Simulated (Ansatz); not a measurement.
**Input and output of a self-consistent single point for CaZrTlF7 (Cmcm, 20 atoms in the cell) (Ansatz, a program for electronic structure)**

Computed with PBEsol, default PAW files made with PBE (plane waves; Ansatz).

The input file:

Ansatz 0.2 input:
```yaml
crystal:
  lattice:
    - [3.503765, -5.667760, 0.000000]
    - [3.503765, 5.667760, 0.000000]
    - [0.000000, 0.000000, 8.651000]
  atoms:
    - { symbol: Ca, position_ang: [3.503765, 2.167805, 6.488250] }
    - { symbol: Ca, position_ang: [3.503765, -2.167805, 2.162750] }
    - { symbol: Zr, position_ang: [3.503765, -2.183561, 6.488250] }
    - { symbol: Zr, position_ang: [3.503765, 2.183561, 2.162750] }
    - { symbol: Tl, position_ang: [0.000000, 0.000000, 4.325500] }
    - { symbol: Tl, position_ang: [0.000000, 0.000000, 0.000000] }
    - { symbol: F, position_ang: [5.559844, -1.609190, 6.488250] }
    - { symbol: F, position_ang: [1.447686, 1.609190, 2.162750] }
    - { symbol: F, position_ang: [5.559844, 1.609190, 2.162750] }
    - { symbol: F, position_ang: [1.447686, -1.609190, 6.488250] }
    - { symbol: F, position_ang: [3.503765, -2.279120, 4.439953] }
    - { symbol: F, position_ang: [3.503765, 2.279120, 4.211047] }
    - { symbol: F, position_ang: [3.503765, 2.279120, 0.114453] }
    - { symbol: F, position_ang: [3.503765, -2.279120, 8.536547] }
    - { symbol: F, position_ang: [3.503765, -0.115962, 6.488250] }
    - { symbol: F, position_ang: [3.503765, 0.115962, 2.162750] }
    - { symbol: F, position_ang: [1.229261, 1.733201, 6.488250] }
    - { symbol: F, position_ang: [5.778269, -1.733201, 2.162750] }
    - { symbol: F, position_ang: [1.229261, -1.733201, 2.162750] }
    - { symbol: F, position_ang: [5.778269, 1.733201, 6.488250] }
kpoints:
  mp_grid:
    grid: [4, 4, 3]
    shift: [0.5, 0.5, 0.5]
hamiltonian:
  xc: pbesol
  pseudopotentials:
    kind: paw
scf:
  occupations:
    method: fixed
output:
  forces: true
  eigenvalues: true
  stress: true
```

Output, abridged:

```
WARN basis.ecutwfc = 420 eV, the default
WARN ansatz: RAYON_NUM_THREADS=1 ignored (pool sized by the plan → 1); use --threads N
Pseudopotentials: kind: paw
Pseudopotential: Ca, paw, valence charge 10
Pseudopotential: Zr, paw, valence charge 12
Pseudopotential: Tl, paw, valence charge 13
Pseudopotential: F, paw, valence charge 7
Crystal: 20 atoms, lattice volume = 343.592 Å³
Basis set: ecut = 420 eV, 6705 PW (Γ), exchange–correlation on 90×90×120 points (8 copies of the dense FFT grid, shifted against one another)
Bands: 104, of which v1, the nominal top of the filled ones, is band 84 counted from 1 (83 counted from 0)
Symmetry: 8 space group operations
Space group: Cmcm (ITA 63), of the structure as read, at distance tolerance 7.0e-5 Å
k-points: 12 of 48
PAW frozen core: Ca, regenerated for the run's functional, and the local potential with it
PAW frozen core: Zr, regenerated for the run's functional, and the local potential with it
PAW frozen core: Tl, regenerated for the run's functional, and the local potential with it
PAW frozen core: F, regenerated for the run's functional, and the local potential with it
Initial density: superposition of atomic densities (neutral atoms: chi_scale 0, normalization atom), corrected by the library's trained network
Initial wavefunctions: pseudopotential atomic-orbital guess
Eigensolver: davidson
Functional: x = pbesol(κ = 0.804, μ = 0.12345679012345678), c = pbesol(β = 0.046)
SCF iter   1: F=—  HF=-45671.842704 eV  |F-HF|=—  |Δ(HF+E_count)|=         —  Δρ=1.35e-2  dr2=4.40e-1  ethr=1.77e-3  ⟨swp⟩=4.2  Hψ=4441  notcnv=0  defer=189
all-band conjugate gradients solve this SCF's bands
preconditioner: auto → Resta (q_TF=auto, 2.422 Å⁻¹)
SCF iter   2: F=—  HF=-45671.733325 eV  |F-HF|=—  |Δ(HF+E_count)|=   1.09e-1  Δρ=3.56e-3  dr2=2.17e-2  ethr=2.62e-4  ⟨swp⟩=2.0  Hψ=2272  notcnv=0  defer=186
SCF iter   3: F=—  HF=-45671.728339 eV  |F-HF|=—  |Δ(HF+E_count)|=   4.99e-3  Δρ=9.02e-4  dr2=2.26e-3  ethr=1.29e-5  ⟨swp⟩=2.1  Hψ=1974  notcnv=0  defer=216
SCF iter   4: F=—  HF=-45671.728470 eV  |F-HF|=—  |Δ(HF+E_count)|=   1.31e-4  Δρ=1.77e-4  dr2=1.25e-4  ethr=1.35e-6  ⟨swp⟩=2.0  Hψ=2130  notcnv=0  defer=216
SCF iter   5: F=—  HF=-45671.728525 eV  |F-HF|=—  |Δ(HF+E_count)|=   5.52e-5  Δρ=1.24e-4  dr2=3.85e-5  ethr=7.44e-8  ⟨swp⟩=2.0  Hψ=1943  notcnv=0  defer=151
SCF iter   6: F=—  HF=-45671.727828 eV  |F-HF|=—  |Δ(HF+E_count)|=   6.98e-4  Δρ=3.65e-5  dr2=4.56e-6  ethr=2.29e-8  ⟨swp⟩=2.0  Hψ=2107  notcnv=0  defer=148
SCF iter   7: F=—  HF=-45671.727829 eV  |F-HF|=—  |Δ(HF+E_count)|=   1.84e-6  Δρ=9.00e-6  dr2=5.41e-7  ethr=2.71e-9  ⟨swp⟩=2.0  Hψ=1614  notcnv=0  defer=148
SCF iter   8: F=-45671.727830 eV  HF=-45671.727830 eV  |F-HF|=1.86e-8  |Δ(HF+E_count)|=   5.82e-7  Δρ=4.29e-6  dr2=5.25e-8  ethr=5.95e-11  ⟨swp⟩=12.8  Hψ=6957  notcnv=0
SCF 1 converged in 8 iterations: F = -45671.727830 eV  dr2 = 5.25e-8
SCF converged after 8 iterations
Free energy (F): -45671.727830 eV
Harris-Foulkes:  -45671.727830 eV  (|F-HF|=1.86e-8)
Internal energy: -45671.727830 eV  (E = F + TS)
E sigma→0 (E₀):  -45671.727830 eV
Fermi energy:    2.107669 eV
--- Per-component energies (eV) ---
  E_band       = -1368.967582
  E_kinetic    = 4759.130964
  E_local      = -15034.791209  (includes V_loc(G=0)·N_el)
  E_nonlocal   = 1953.219937
  E_hartree    = 5561.523262
  E_xc         = -2150.713739
  E_vxc        = -2423.564883  (∫ρ·V_xc dr)
  E_paw        = -30209.313703  (= ΣΔE_a)
  E_vpaw       = -1746.032126  (= ΣTr[D̂ρ^β])
  E_aug_tail   = 0.028494  (compensation charges beyond the density's cutoff)
  E_ewald      = -10552.051592
  E_core_change = 1.239757  (= ΣΔE_core)
  E_smearing   = -0.000000  (= −TS)
  E_closure    = -0.000000  (closes the sum)
  Σ components = -45671.727830   (vs F -45671.727830, Δ=0.00e0)
--- Forces (eV/Å), atoms counted from 1 ---
  atom   1  Ca     0.00000000     0.01171408     0.00000000
  atom   2  Ca     0.00000000    -0.01171408     0.00000000
  atom   3  Zr     0.00000000    -0.02938598     0.00000000
  atom   4  Zr     0.00000000     0.02938598     0.00000000
  atom   5  Tl    -0.00000000    -0.00000000    -0.00000000
  atom   6  Tl    -0.00000000    -0.00000000     0.00000000
  atom   7  F     -0.32702384    -0.19523863     0.00000000
  atom   8  F      0.32702384     0.19523863     0.00000000
  atom   9  F     -0.32702384     0.19523863     0.00000000
  atom  10  F      0.32702384    -0.19523863     0.00000000
  atom  11  F      0.00000000     0.00843311     0.44882673
  atom  12  F      0.00000000    -0.00843311    -0.44882673
  atom  13  F      0.00000000    -0.00843311     0.44882673
  atom  14  F      0.00000000     0.00843311    -0.44882673
  atom  15  F      0.00000000    -0.43813832     0.00000000
  atom  16  F      0.00000000     0.43813832     0.00000000
  atom  17  F     -0.15981290     0.36436781     0.00000000
  atom  18  F      0.15981290    -0.36436781     0.00000000
  atom  19  F     -0.15981290    -0.36436781     0.00000000
  atom  20  F      0.15981290     0.36436781     0.00000000
  max |Σ_I F_I| component: 1.11e-16 eV/Å
--- Stress (GPa, compression-positive) ---
       -4.115735       0.000000       0.000000
        0.000000      -4.199874       0.000000
        0.000000       0.000000      -3.876082
  P = ⅓ Tr σ = -4.0639 GPa (-40.639 kbar)
  The stress holds the Pulay correction. Without it, at fixed plane waves, as pw.x and ABINIT print it: P = -4.5923 GPa
--- Band table (eV; the first three rows and the last of 12) ---
  k-point 0: bands = ["-44.8399", "-44.8399", "-34.1986", "-34.1986", "-23.3925", "-23.3905", "-23.1859", "-23.1857", "-23.1404", "-23.1400", "-18.5926", "-18.5797", "-18.2596", "-18.2588", "-17.9583", "-17.9511", "-17.8994", "-17.8994", "-17.7088", [...]
  k-point 1: bands = ["-44.8399", "-44.8399", "-34.1986", "-34.1986", "-23.3897", "-23.3897", "-23.1858", "-23.1858", "-23.1402", "-23.1402", "-18.6886", "-18.6886", "-18.2602", "-18.2602", "-17.9027", "-17.9027", "-17.8114", "-17.8114", "-17.7074", [...]
  k-point 2: bands = ["-44.8399", "-44.8399", "-34.1987", "-34.1987", "-23.3916", "-23.3914", "-23.1874", "-23.1871", "-23.1397", "-23.1397", "-18.5863", "-18.5858", "-18.3085", "-18.3076", "-17.9541", "-17.9539", "-17.8106", "-17.8099", "-17.6703", [...]
  k-point 11: bands = ["-44.8399", "-44.8399", "-34.1986", "-34.1986", "-23.3897", "-23.3897", "-23.1877", "-23.1877", "-23.1414", "-23.1414", "-18.6886", "-18.6886", "-18.2063", "-18.2063", "-17.8146", "-17.8146", "-17.8046", "-17.8046", [...]
```

The run converged in 8 iterations.

The starting cell comes from a database of computed structures (which also holds hypothetical and non-ambient phases and stackings), without a prior relaxation at this level. Spin-orbit coupling is off. With a pressure of about -4 GPa the cell is away from its equilibrium volume at this level. Ansatz's pressure includes its estimate of the finite-basis (Pulay) stress. Without the estimate this run gives -4.59 GPa. The shifted mesh does not hold Γ, so a gap read on it misses any band edge there.
